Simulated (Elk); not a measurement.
Elk run on FeCo (Pm-3m, 2 atoms in the cell): self-consistent single point.

Method: Elk 10.2.4 with PBE, all-electron FP-LAPW, Elk's shipped species files, APW+lo basis with extra local orbitals.

```
CELL_PARAMETERS angstrom
      2.86742     0.00000     0.00000
      0.00000     2.86742     0.00000
      0.00000     0.00000     2.86742
ATOMIC_POSITIONS crystal
  Fe 0.00000 0.00000 0.00000
  Co 0.50000 0.50000 0.50000
```
Moments meant for the start (each program seeds them in its own way; μB, in the order of the atoms Fe Co): 4.0 3.0.

Reference input (self-consistent single point, DFT, PBE, all-electron FP-LAPW, Elk's shipped species files, APW+lo basis with extra local orbitals): xctype = 20; spinpol = true; rgkmax = 8; stype = 0; swidth = 0.00367493 Ha; ngridk = 9 9 9; reducebf = 0.8; tforce = true; gmaxvr = 18 1/bohr; lmaxapw = 10; lmaxo = 8; nxlo = 2. This run's input differs from it in these lines:

```diff
@@ -52,3 +52,3 @@
 swidth
-  0.00367493
+  0.00110248
 
@@ -72,3 +72,3 @@
 ngridk
-  9 9 9
+  11 11 11
```

Output (repeated stretches shortened):

```
│ Self-consistent loop started │
│ Loop number : 1 │
 total energy                :     -2666.75761243
 total moment                :    4.883734489
│ Loop number : 2 │
 total energy                :     -2667.05895222
 total moment                :    4.883596685
RMS change in Kohn-Sham potential (target) :    5.300279855     (  0.1000000000E-05)
Absolute change in total energy (target)   :   0.3013397914     (  0.1000000000E-03)
│ Loop number : 3 │
 total energy                :     -2664.14009266
 total moment                :    3.487614279
RMS change in Kohn-Sham potential (target) :    2.855515298     (  0.1000000000E-05)
   [... lines left out ...]
│ Loop number : 29 │
 total energy                :     -2666.31841378
 total moment                :    4.545769620
RMS change in Kohn-Sham potential (target) :   0.1051268966E-05 (  0.1000000000E-05)
Absolute change in total energy (target)   :   0.1558614076E-04 (  0.1000000000E-03)
│ Loop number : 30 │
 total energy                :     -2666.31840915
 total moment                :    4.545653497
RMS change in Kohn-Sham potential (target) :   0.6227497923E-06 (  0.1000000000E-05)
Absolute change in total energy (target)   :   0.7354669833E-06 (  0.1000000000E-03)
Convergence targets achieved

│ Loop number : 31 │

Energies :
 Fermi                       :     0.351189761860
 xc effective B-field        :    -0.245324366657
 external B-field            :      0.00000000000
 total energy                :     -2666.31840449
 (external B-field energy excluded from total)

Density of states at Fermi energy :    30.62426144
 (states/Hartree/unit cell)

Estimated indirect band gap :   0.1167003827E-02
 from k-point     15 to k-point     44
Estimated direct band gap   :   0.2305215598E-02
 at k-point     15

Charges :
 core                        :    22.00000000
 valence                     :    31.00000000
 interstitial                :    2.672594971
 muffin-tins (core leakage)
  species :    1 (Fe)
   atom    1                 :    24.56684551     (  0.1478994704E-10)
  species :    2 (Co)
   [... lines left out ...]
 total moment                :    4.545564303
   [... lines left out ...]
   total force               :     0.00000000    0.00000000    0.00000000
   total magnitude           :     0.00000000
 species :    2 (Co)
  atom :    1
   Hellmann-Feynman          :     0.00000000    0.00000000    0.00000000
   IBS                       :    -0.00000000   -0.00000000    0.00000000
   total force               :    -0.00000000   -0.00000000    0.00000000
   total magnitude           :     0.00000000
```

The run converged in 31 iterations. The count includes the last loop, which Elk runs after its targets are met. Against the reference run the total energy goes down by 2.9 meV/atom and the size of the net moment moves little (2.28 to 2.27 μB/atom).

The starting cell comes from a database of computed structures (which also holds hypothetical and non-ambient phases and stackings), without a prior relaxation at this level. Its lattice was rescaled by a random factor within 2.5 % of one. The magnetic order is the one reached from the typed start; others were not searched systematically. Values depend on the basis (sphere radii, cutoffs, local orbitals), which need not be converged. The log's line on a gap gives a spacing of levels on this mesh, which the program prints for metals too.

Cost on one core of a shared machine: roughly 3 min.
